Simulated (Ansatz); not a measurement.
Electronic density of states of amorphous Ga24O38Si, density 4.85 g/cm³, on a 2×2×2 Γ-centred mesh with a Gaussian width of 0.1 eV; energies count from the Fermi level, whose place inside the gap is arbitrary. Cell and mesh are small, so fine structure isn't converged. Method: PBE, scalar-relativistic without spin-orbit coupling (plane waves to 420 eV, PAW; Ansatz, a program for electronic structure). Sampling: a 2×2×2 Γ-centred mesh; Fermi-Dirac width 0.02 eV; no spin polarisation. At PBE the levels at the filled edge of the gap are localised (band-tail or defect states), and the nearest spread-out levels lie 1.9 eV apart at the zone centre.

Preparation: random packing, a CHGNet melt and quench, and a DFT relaxation. O atoms were pushed apart under 1.9 Å during the dynamics, to hinder bonds among them. The hot cell started wider than the set density and was brought back towards it in steps. It is the lowest in DFT energy of 2 quenches. It is a model cell: composition and starting density were chosen by hand, and all elements were melted together. No dispersion term was used. Its density started from a set value of 4.85 and ended at 4.85 g/cm³. Cooling (nominally 220 K/ps over its main leg) ran many orders faster than in experiment, which tends to leave more defects and strain. A cell of this size samples the disorder only roughly. The volume was held where the preparation left it and the shape relaxed, at a PBE pressure of -0.6 GPa (tension). Stress components on the final sampling reach 0.6 GPa.

(E - EF (eV), states/(eV atom)): (-12.00, 0.00); (-11.90, 0.00); (-11.80, 0.00); (-11.70, 0.00); (-11.60, 0.00); (-11.50, 0.00); (-11.40, 0.00); (-11.30, 0.00); (-11.20, 0.00); (-11.10, 0.00); (-11.00, 0.00); (-10.90, 0.00); (-10.80, 0.00); (-10.70, 0.00); (-10.60, 0.00); (-10.50, 0.00); (-10.40, 0.00); (-10.30, 0.00); (-10.20, 0.00); (-10.10, 0.00); (-10.00, 0.00); (-9.90, 0.00); (-9.80, 0.00); (-9.70, 0.00); (-9.60, 0.00); (-9.50, 0.00); (-9.40, 0.00); (-9.30, 0.00); (-9.20, 0.00); (-9.10, 0.00); (-9.00, 0.00); (-8.90, 0.00); (-8.80, 0.00); (-8.70, 0.00); (-8.60, 0.00); (-8.50, 0.00); (-8.40, 0.04); (-8.30, 0.15); (-8.20, 0.11); (-8.10, 0.02); (-8.00, 0.03); (-7.90, 0.12); (-7.80, 0.21); (-7.70, 0.29); (-7.60, 0.29); (-7.50, 0.26); (-7.40, 0.29); (-7.30, 0.29); (-7.20, 0.34); (-7.10, 0.34); (-7.00, 0.34); (-6.90, 0.36); (-6.80, 0.34); (-6.70, 0.36); (-6.60, 0.38); (-6.50, 0.30); (-6.40, 0.28); (-6.30, 0.26); (-6.20, 0.26); (-6.10, 0.27); (-6.00, 0.29); (-5.90, 0.27); (-5.80, 0.25); (-5.70, 0.27); (-5.60, 0.31); (-5.50, 0.37); (-5.40, 0.41); (-5.30, 0.38); (-5.20, 0.40); (-5.10, 0.47); (-5.00, 0.45); (-4.90, 0.44); (-4.80, 0.49); (-4.70, 0.54); (-4.60, 0.59); (-4.50, 0.53); (-4.40, 0.44); (-4.30, 0.53); (-4.20, 0.56); (-4.10, 0.58); (-4.00, 0.61); (-3.90, 0.61); (-3.80, 0.67); (-3.70, 0.64); (-3.60, 0.62); (-3.50, 0.65); (-3.40, 0.60); (-3.30, 0.58); (-3.20, 0.60); (-3.10, 0.61); (-3.00, 0.62); (-2.90, 0.67); (-2.80, 0.69); (-2.70, 0.71); (-2.60, 0.65); (-2.50, 0.67); (-2.40, 0.73); (-2.30, 0.80); (-2.20, 0.75); (-2.10, 0.79); (-2.00, 0.94); (-1.90, 0.97); (-1.80, 0.90); (-1.70, 0.78); (-1.60, 0.73); (-1.50, 0.82); (-1.40, 0.78); (-1.30, 0.65); (-1.20, 0.51); (-1.10, 0.40); (-1.00, 0.37); (-0.90, 0.24); (-0.80, 0.17); (-0.70, 0.13); (-0.60, 0.02); (-0.50, 0.00); (-0.40, 0.00); (-0.30, 0.00); (-0.20, 0.00); (-0.10, 0.00); (0.00, 0.00); (0.10, 0.00); (0.20, 0.00); (0.30, 0.00); (0.40, 0.00); (0.50, 0.00); (0.60, 0.01); (0.70, 0.02); (0.80, 0.01); (0.90, 0.00); (1.00, 0.00); (1.10, 0.00); (1.20, 0.00); (1.30, 0.00); (1.40, 0.00); (1.50, 0.00); (1.60, 0.00); (1.70, 0.03); (1.80, 0.06); (1.90, 0.08); (2.00, 0.05); (2.10, 0.02); (2.20, 0.03); (2.30, 0.05); (2.40, 0.05); (2.50, 0.08); (2.60, 0.10); (2.70, 0.08); (2.80, 0.07); (2.90, 0.06); (3.00, 0.06); (3.10, 0.05); (3.20, 0.08); (3.30, 0.09); (3.40, 0.09); (3.50, 0.13); (3.60, 0.13); (3.70, 0.15); (3.80, 0.15); (3.90, 0.19); (4.00, 0.24); (4.10, 0.23); (4.20, 0.20); (4.30, 0.18); (4.40, 0.20); (4.50, 0.19); (4.60, 0.20); (4.70, 0.23); (4.80, 0.28); (4.90, 0.28); (5.00, 0.28); (5.10, 0.31); (5.20, 0.33); (5.30, 0.27); (5.40, 0.30); (5.50, 0.29); (5.60, 0.29); (5.70, 0.32); (5.80, 0.35); (5.90, 0.38); (6.00, 0.35); (6.10, 0.28); (6.20, 0.22); (6.30, 0.30); (6.40, 0.36); (6.50, 0.37); (6.60, 0.34); (6.70, 0.32); (6.80, 0.34); (6.90, 0.31); (7.00, 0.33); (7.10, 0.36); (7.20, 0.38); (7.30, 0.38); (7.40, 0.37); (7.50, 0.33); (7.60, 0.35); (7.70, 0.35)

The level gap on this mesh is 1.44 eV; the broadening fills part of it in the curve.
